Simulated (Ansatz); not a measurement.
# TiSi2: uniaxial strain ε_zz = −6.00 %

Take TiSi2 (space group Fddd, No. 70; a = 4.7602 Å, b = 8.1802 Å, c = 8.4999 Å) as the base. Axes: x, y, z lie along a, b, c of the conventional cell.

Modification: the cell is compressed by 6.00 % along z with no lateral relaxation; the atoms relax in the strained cell.

Computed with PBEsol (Ansatz, a quantum-chemistry and plane-wave program; PAW; 420 eV plane waves; no spin-orbit coupling). Γ-centred 13×13×13 mesh, Fermi–Dirac width 0.05 eV.

- Space group = Fddd (No. 70) (base Fddd (No. 70))
- Energy relative to the base (free energy F) = +78 meV/atom
- Pressure (mean of the normal stresses, compression positive) = 13.9 GPa (base 0.0 GPa)
- Band gap = zero (base zero)
- Largest internal atomic displacement = 0.016 Å
- Stress (xx, yy, zz, yz, xz, xy; compression positive) = (7.0, 1.9, 32.7, 0.0, 0.0, 0.0) GPa (rough)

Final structure:

```xyz
6
Lattice="0.0000 4.0901 3.9949 2.3801 0.0000 3.9949 2.3801 4.0901 0.0000" Properties=species:S:1:pos:R:3 pbc="T T T"
Si     2.3801     5.4452     3.9949
Si     2.3801     2.7350     3.9949
Si     3.5701     4.7801     5.9924
Si     3.5701     7.4903     5.9924
Ti     0.0000     0.0000     0.0000
Ti     1.1900     2.0451     1.9975
```

Without a gap, meshes like the base's 13×13×13 leave anisotropic stresses uncertain by several tenths of a GPa, and small strain energies with them. Stability against distortions was not tested. The final runs are not spin-polarised.
